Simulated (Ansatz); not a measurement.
The structure below was relaxed with DFT with PBE, PAW potentials and a 420 eV plane-wave cutoff in Ansatz (a program for electronic structure), spin-orbit coupling left out, at pressure 15 GPa.

Space group Fm-3m (No. 225); a = 4.136 Å, b = 4.136 Å, c = 4.136 Å, α = 90.00°, β = 90.00°, γ = 90.00°

| atom | site | symmetry | x | y | z |
|---|---|---|---|---|---|
| O | 4a | m-3m | 0.0000 | 0.0000 | 0.0000 |
| Mg | 4b | m-3m | 0.5000 | 0.5000 | 0.5000 |

### Question
Write out a cell with all atoms.

### Answer
```cif
data_Mg4O4
_chemical_formula_sum 'O4 Mg4'
_space_group_name_H-M_alt 'P 1'
_space_group_IT_number 1
_cell_length_a 4.13558
_cell_length_b 4.13558
_cell_length_c 4.13558
_cell_angle_alpha 90.000
_cell_angle_beta 90.000
_cell_angle_gamma 90.000
loop_
_space_group_symop_operation_xyz
  'x, y, z'
loop_
_atom_site_label
_atom_site_type_symbol
_atom_site_fract_x
_atom_site_fract_y
_atom_site_fract_z
_atom_site_occupancy
O1 O 0.00000 0.00000 0.00000 1
Mg1 Mg 0.50000 0.00000 0.00000 1
O2 O 0.00000 0.50000 0.50000 1
Mg2 Mg 0.50000 0.50000 0.50000 1
O3 O 0.50000 0.00000 0.50000 1
Mg3 Mg 0.00000 0.00000 0.50000 1
O4 O 0.50000 0.50000 0.00000 1
Mg4 Mg 0.00000 0.50000 0.00000 1
```
This is the conventional cell.

Load acts through the strain it causes; cell and atoms are relaxed under it. Stability against distortions was not tested. Competing high-pressure phases were not computed. The cell was made from MgO in the rock salt structure (space group Fm-3m, No. 225) by this change: pressure 15 GPa.
